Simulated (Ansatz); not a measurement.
PtSe2, thickness series

Base system: PtSe2 in the CdI2 type structure (space group P-3m1, No. 164; a = 3.772 Å, c = 4.818 Å; layered).

Free-standing slabs (3 atom(s) a layer) normal to the stacking axis with 15 Å of vacuum; in-plane cell relaxed.

The values are results of Ansatz (a program for electronic structure), PBE-D3(BJ), PAW, cutoff 420 eV, scalar-relativistic without spin-orbit coupling, not measurements.

Notes on the quantities. excess energy per area of both faces: slab less bulk energy over the cell's area: twice a surface energy; uncertain by up to 0.1 J/m².

```tsv
variant	shortest interatomic distance	excess energy per area of both faces	band gap	thickness between the outermost nuclei	in-plane lattice parameter a
base	252.6 pm	–	zero	–	377.2 pm
1 layer	251.7 pm	0.65 J/m²	1.37 eV	2.65 Å	370.7 pm
2 layers	251.2 pm	0.7 J/m²	0.23 eV	7.58 Å	373.5 pm
3 layers	251.5 pm	0.7 J/m²	zero	12.40 Å	374.8 pm
```

Slab and bulk use different k-meshes, which limits the precision of the excess energy. Spin-orbit coupling, missing from the scalar runs, can matter with Pt. Whether these cells are dynamically stable was not tested. The final runs are not spin-polarised. A zero or small gap of PtSe2 can be the functional's error rather than a property of the material.
